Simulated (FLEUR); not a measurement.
Input and output of a self-consistent single point for Ca3Mg (I4/mmm, 4 atoms in the cell) (FLEUR).

Computed with LDA (Perdew-Zunger), all-electron FLAPW (FLEUR), scalar-relativistic valence.

The change in words: lattice scaled by 0.98. Reference geometry:
```xyz
4
Lattice="-2.6995 2.6995 5.4118 2.6995 -2.6995 5.4118 2.6995 2.6995 -5.4118" Properties=species:S:1:pos:R:3 pbc="T T T"
Ca     0.0000     0.0000     5.4118
Ca     2.6995     0.0000     2.7059
Ca     0.0000     2.6995     2.7059
Mg     0.0000     0.0000     0.0000
```

Reference input (self-consistent single point, DFT, LDA (Perdew-Zunger), all-electron FLAPW (FLEUR), scalar-relativistic valence): Kmax = 3.8 1/bohr; GmaxXC = 15.2 1/bohr; xcFunctional = pz; jspins = 1; l_soc = F; mode = hist; fermiSmearingEnergy = 0.00183747 Htr; mesh (inpgen div1-3) = 7 7 7; inpgen gamma flag = false; Gmax = 15.2 1/bohr; numbands = 0; maxIterBroyd = 40. This run's input differs from it in these lines:

```diff
@@ -3,5 +3,5 @@
 &input film=f /
--2.6994970000 2.6994970000 5.4118240000
-2.6994970000 -2.6994970000 5.4118240000
-2.6994970000 2.6994970000 -5.4118240000
+-2.6455070000 2.6455070000 5.3035880000
+2.6455070000 -2.6455070000 5.3035880000
+2.6455070000 2.6455070000 -5.3035880000
 1.8897261246
@@ -46,5 +46,5 @@
          <bravaisMatrix>
-            <row-1>   -5.1013100041793260     5.1013100041793260    10.2268651945372699</row-1>
-            <row-2>    5.1013100041793260    -5.1013100041793260    10.2268651945372699</row-2>
-            <row-3>    5.1013100041793260     5.1013100041793260   -10.2268651945372699</row-3>
+            <row-1>   -4.9992836907121712     4.9992836907121712    10.0223287977150655</row-1>
+            <row-2>    4.9992836907121712    -4.9992836907121712    10.0223287977150655</row-2>
+            <row-3>    4.9992836907121712     4.9992836907121712   -10.0223287977150655</row-3>
          </bravaisMatrix>
```

Output, abridged:

```
 Iteration:     1   Distance:       2.13822171 me/bohr^3
 Iteration:     2   Distance:       2.01127629 me/bohr^3
 Iteration:     3   Distance:       0.94409512 me/bohr^3
 Iteration:     4   Distance:       0.23221243 me/bohr^3
 Iteration:     5   Distance:       0.20076072 me/bohr^3
   [... 6 lines left out ...]
 Iteration:    12   Distance:       0.00025748 me/bohr^3
 Iteration:    13   Distance:       0.00005815 me/bohr^3
 Iteration:    14   Distance:       0.00001091 me/bohr^3
 Iteration:    15   Distance:       0.00000960 me/bohr^3
 Run finished successfully
 Stop message:
   Structural relaxation: Done

[file out, last iteration]
             iter=     16
[...]
          total density-effective poten   -3.5476566530E+03
          total charge density-energy d   -1.1895016728E+02
 Updated energy parameters for spin:           1
[...]
 fermi energy and band-weighting factors:

[...]
FERMIE:
          first approx. to ef    (T=0)  :   0.117179 htr   (energy of the highest occ. eigenvalue)
          number of occ. states  (T=0)  :        796
          first approx. to seigv (T=0)  : -34.873801 htr
          sum of weights of occ. states :  20.002915
          sum of semicore charge        :   0.000000 e
FERHIS:  Fermi-Energy by histogram:
          bandgap                     :   0.001611 htr
   [... lines left out ...]
          charge neutrality (T=0)     :   0.005831    (zero if the highest occ. eigenvalue is "entirely" occupied)
     EF_NEWTON:  Adjust Fermi-Energy by Newton-Method.
 Direct bandgap for spin            1 :    5.3793213700390613E-003  Htr
 ---->    free energy=                     -2235.8387105468 htr
   [... lines left out ...]
 TOTAL FORCE FOR ATOM TYPE=  1  X=  0.000   Y=  0.000   Z= 10.022
                       FX_TOT= 0.000000 FY_TOT= 0.000000 FZ_TOT= 0.000000
 TOTAL FORCE FOR ATOM TYPE=  2  X=  0.000   Y=  4.999   Z= -5.011
                       FX_TOT= 0.000000 FY_TOT= 0.000000 FZ_TOT= 0.000000
 TOTAL FORCE FOR ATOM TYPE=  3  X=  0.000   Y=  0.000   Z=  0.000
                       FX_TOT= 0.000000 FY_TOT= 0.000000 FZ_TOT= 0.000000
 Structural relaxation: Done
```

The run converged in 15 iterations. FLEUR gives forces in its relaxation mode, with a further iteration, so its stop message speaks of a relaxation. Against the reference run the free energy falls by 35.6 meV/atom.

The starting cell comes from a database of computed structures (which also holds hypothetical and non-ambient phases and stackings), without a prior relaxation at this level. Its lattice was rescaled by a random factor within 2.5 % of one. For this run, on top of that: lattice scaled by 0.98. Values depend on the basis (sphere radii, cutoffs, local orbitals), which need not be converged. The log's line on a gap gives a spacing of levels on this mesh, which the program prints for metals too.

Cost on one core of a shared machine: roughly 4 min.
